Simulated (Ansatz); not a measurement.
B20 (FeSi-type) CoSi, treated with r²SCAN in Ansatz (PAW).

Numerical settings: plane-wave cutoff 600 eV, 14×14×14 k mesh, Fermi–Dirac smearing 0.021 eV (set by the program), no spin polarisation, scalar-relativistic PAW data made under PBE.

Cell (relaxed at this level):

```yaml
crystal:
  lattice:
    - [4.38305, 0.00000, 0.00000]
    - [0.00000, 4.38305, 0.00000]
    - [0.00000, 0.00000, 4.38305]
  atoms:
    - { symbol: Co, position: [0.85432, 0.64568, 0.35432] }
    - { symbol: Co, position: [0.35432, 0.85432, 0.64568] }
    - { symbol: Co, position: [0.14568, 0.14568, 0.14568] }
    - { symbol: Co, position: [0.64568, 0.35432, 0.85432] }
    - { symbol: Si, position: [0.15639, 0.34361, 0.65639] }
    - { symbol: Si, position: [0.65639, 0.15639, 0.34361] }
    - { symbol: Si, position: [0.84361, 0.84361, 0.84361] }
    - { symbol: Si, position: [0.34361, 0.65639, 0.15639] }
```

Q: Give the computed Voigt–Reuss–Hill bulk modulus, polycrystal shear modulus (Hill average), elastic constant C44, elastic constant C11 and elastic constant C12.

A: 
- Voigt–Reuss–Hill bulk modulus: 245 GPa
- polycrystal shear modulus (Hill average): 132 GPa
- elastic constant C44: 135 GPa
- elastic constant C11: 417 GPa
- elastic constant C12: 160 GPa

Elastic constants are with the ions relaxed.

The computed numbers hold no vibrational or temperature effects.

Computing time: around 6 core-hours (rough).

Ansatz is a quantum-chemistry and plane-wave program.
